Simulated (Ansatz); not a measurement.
## Response to strain in Si

The parent structure is Si in the diamond structure (space group Fd-3m, No. 227).

```
CELL_PARAMETERS angstrom
      0.00000     2.72203     2.72203
      2.72203     0.00000     2.72203
      2.72203     2.72203     0.00000
ATOMIC_POSITIONS crystal
  Si 0.50000 0.50000 0.50000
  Si 0.75000 0.75000 0.75000
```

Cartesian axes are those of the cell as printed.

Strains are applied to the cell and any free atomic positions relax.

Level of theory: Kohn–Sham DFT with the r2SCAN functional, run in Ansatz (a program for electronic structure) with PAW and 500 eV plane waves, spin-orbit coupling left out, earlier PAW set.

For the base:

- Band gap = 0.78 eV

Q: The aim is a band gap between 0.37 eV and 0.42 eV. Which of these changes reaches it?
(A) strain tensor (xx, yy, zz, yz, xz, xy) = (−1.22, −1.92, −1.32, +0.31, +0.11, +0.50) %
(B) strain tensor (xx, yy, zz, yz, xz, xy) = (+0.54, −0.99, +0.05, −0.35, −1.55, −0.10) %
(C) strain tensor (xx, yy, zz, yz, xz, xy) = (−2.08, +0.63, −0.09, −1.26, +0.77, −0.52) %
(D) uniaxial strain ε_zz = +3.83 %

A: C, strain tensor (xx, yy, zz, yz, xz, xy) = (−2.08, +0.63, −0.09, −1.26, +0.77, −0.52) %. It gives 0.39 eV; strain tensor (xx, yy, zz, yz, xz, xy) = (−1.22, −1.92, −1.32, +0.31, +0.11, +0.50) % gives 0.58 eV; uniaxial strain ε_zz = +3.83 % gives 0.63 eV; strain tensor (xx, yy, zz, yz, xz, xy) = (+0.54, −0.99, +0.05, −0.35, −1.55, −0.10) % gives 0.47 eV. Changes not listed may reach it too

Whether these cells are dynamically stable was not tested.
